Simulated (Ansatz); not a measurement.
Structures of equal composition on the (0001) surface of hcp Co, ferromagnetic: one row in 3 of the top plane missing; (√3x√3)R30°, one Co site of the top plane empty. The slabs share one bottom face, and each structure is named by its start. These are constructed structures in small cells; real faces may alloy, dewet or reconstruct in larger ones, and not all known structures of the face are among them. Slabs of about 10 Å, Fermi-Dirac smearing of 0.1 eV. Bottom of the slabs: a bare face, its two planes held. Relaxed from the named starts with such symmetry as they have, on meshes of like density; energies extrapolated to zero smearing; spin only where a row says so; no spin-orbit coupling, no U. Brackets mark spin-polarised runs, whose order is one that fits the cell. Where a second, spin-polarised start was run, the lower counts. The cells differ, so small differences also carry the error of unlike k-meshes.

All values below come from PBE (plane waves to 420 eV, PAW; Ansatz, a first-principles code).

**Question.** Order them by energy per 1x1 cell (lowest first) at the level PBE.

**Answer.** one row in 3 of the top plane missing (0.00 eV [spin, 28.5 μB a cell]), (√3x√3)R30°, one Co site of the top plane empty (0.10 eV [spin, 28.6 μB a cell])
